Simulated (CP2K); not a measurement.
PBEsol against PBE in CP2K: the gap on the mesh of tetrahedral semiconductors

Single points in CP2K on the same cell and mesh at two levels: PBE (GPW, DZVP-MOLOPT-SR-GTH basis, GTH-PBE potentials (GTH_POTENTIALS)) and PBEsol (GPW, DZVP-MOLOPT-SR-GTH basis, GTH-PBE potentials (GTH_POTENTIALS)). No measured value is used, so the table compares levels and does not rank them. The number in brackets is the space group.

Here x stands for gap on the mesh, PBE and y for gap on the mesh, PBEsol.

```csv
crystal,"gap on the mesh, PBE (eV)","gap on the mesh, PBEsol (eV)",cell as run (Å³/atom),k mesh,cutoffs
CdTe (216),0.693,0.550,35.68,9×9×9,grid 6803 eV
CdS (216),1.026,0.870,25.80,7×7×7,grid 6803 eV
BAs (216),1.247,1.107,13.65,8×8×8,grid 5442 eV
GaP (216),1.292,?,21.48,5×5×5,grid 8163 eV
SiC (186),2.333,2.161,10.32,6×6×4,grid 5442 eV
AlN (186),4.165,4.056,10.63,10×10×6,grid 5442 eV
BN (216),4.638,4.425,5.91,11×11×11,grid 5442 eV
```

### Question
Fit y against x with a straight line, and predict the withheld value at x = 1.292.

### Answer
With u = x - 2.4, the rows have u = -1.7070, -1.3740, -1.1530, -0.0670, 1.7650, 2.2380. Means: u -0.049667, y 2.1948. About the means, the sum of products is 14.161 and the sum of squares of u is 14.245; the slope is their ratio. Least squares gives y = 2.2442 + 0.99410·u. Residuals (row less fit): 0.0027, -0.0083, 0.0090, -0.0166, 0.0572, -0.0440; standard error 0.0376 (degrees of freedom: 4). Full agreement would be y = x; this line has slope 0.994 and stands -0.156 eV from it at x = 2.400. At the withheld row, u = -1.1080, so y = 2.2442 + 0.99410 × (-1.1080) = 1.143 eV. The calculation gives 1.192 eV, 0.049 eV above the prediction (1.3 % of the range of y in the table). The row lies between fitted rows. From the scatter of the fitted rows alone, a prediction at this place has a standard error of 0.0419 eV, so the miss is 1.2 times that.

Copying x would have missed this row by 0.100. The cells are not relaxed at this level: typed lattice constants and structures from a database of calculations, some with the lattice rescaled by up to 2.5 %. Spin-orbit coupling is off, which matters for the heavier members. Gaps are read on the mesh, which need not hold the band edges; crystals whose gap falls under 0.15 eV in either column are left out. CP2K: values carry the incompleteness of an atom-centred basis. CP2K at PBEsol: the potentials were made for another functional than the one used. The rows, and the inner row withheld, were drawn at random from non-magnetic crystals of this class with sound runs on fine meshes; tables whose line scatters by over 5 % of the range, or whose columns agree throughout, aren't shown.
